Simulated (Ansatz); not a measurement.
The parent structure is GaAs in the zinc blende structure (space group F-43m, No. 216; a = 5.746 Å).

Level of theory: Kohn–Sham DFT with the PBE functional, run in Ansatz (a quantum-chemistry and plane-wave program) with PAW and 420 eV plane waves, no SOC.

Base values:

The pressure is 0.00 GPa.

One thing is altered: the cell is scaled by 1.0050 in all directions, atoms relaxed at fixed cell.

Task: What does the calculation give for the energy relative to the base after the change?

Result: The energy goes up by 1.0 meV/atom.

Task: Predict the new pressure.

Result: The pressure goes from zero to -0.86 GPa.

The cells carry an imposed strain or load. Whether these cells are dynamically stable was not tested.
